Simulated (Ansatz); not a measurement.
A computed series for ScPd: thickness series

The parent structure is ScPd in the CsCl type structure (space group Pm-3m, No. 221; a = 3.266 Å). Axes: x, y, z lie along the cube axes.

Free-standing slabs (2 atom(s) a layer) normal to [110] with 15 Å of vacuum; in-plane cell held at bulk.

Level of theory: plane-wave PAW DFT at the PBEsol level (Ansatz, a quantum-chemistry and plane-wave program, 420 eV), scalar-relativistic without spin-orbit coupling.

Notes on the quantities. excess energy per area of both faces: slab less bulk energy over the cell's area: twice a surface energy; uncertain by up to 0.1 J/m²; layer's space group: with vacuum.

```csv
variant,excess energy per area of both faces,layer's space group,thickness between the outermost nuclei,shortest interatomic distance
base,–,–,–,2.829 Å
1 layer,–,Pmmm (No. 47),–,2.829 Å
2 layers,2.60 J/m²,Pmma (No. 51),2.37 Å,2.651 Å
3 layers,2.7 J/m²,Pmmm (No. 47),4.63 Å,2.661 Å
4 layers,2.6 J/m²,Pmma (No. 51),6.97 Å,2.658 Å
5 layers,2.7 J/m²,Pmmm (No. 47),9.27 Å,2.660 Å
6 layers,2.7 J/m²,Pmma (No. 51),11.60 Å,2.665 Å
7 layers,2.7 J/m²,Pmmm (No. 47),13.90 Å,2.663 Å
```

Slab and bulk use different k-meshes, which limits the precision of the excess energy. Stability against distortions was not tested. All final runs are without spin polarisation.
